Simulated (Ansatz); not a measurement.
**silicon: the defect P on the Si site + Sb on the Si site**

Computed with PBE, PAW (plane waves to 420 eV; Ansatz, a quantum-chemistry and plane-wave program). The supercell holds 64 host sites (2×2×2 repeats of the unit cell), with a 2×2×2 shifted k-point sampling for the final energies. Sites at the start: the Si site; Si 2.37 Å away. Finite-size correction: monopole term and site-potential alignment. Dielectric constants: PBE linear response of the host. Host gap at this level: 0.61 eV. These values are not converged in cell size to better than tenths of an eV. Levels are measured in PBE's own, too narrow, gap. Spin–orbit coupling is left out, which matters for these heavy elements. Each state is the lowest found from its start.

| charge | moment (μB) | point group | largest move off a lattice site (Å) | image correction with alignment (eV) |
|---|---|---|---|---|
| +2 | not spin-polarised | C3v | 0.23 | 0.86 |
| +1† | fractional | – | 0.25 | 0.31 |
| 0† | not spin-polarised | – | 0.41 | 0.00 |

† Not settled in this cell, so no level is given: charge +1: fractional moment; charge 0: level within 0.1 eV of a band edge or past it.

Point groups are those of the whole cell at tolerances of 0.03 and 0.1 Å ("near" where only the looser one holds); none is given for unsettled states.

All states together cost about 23 core-minutes (a rough figure).
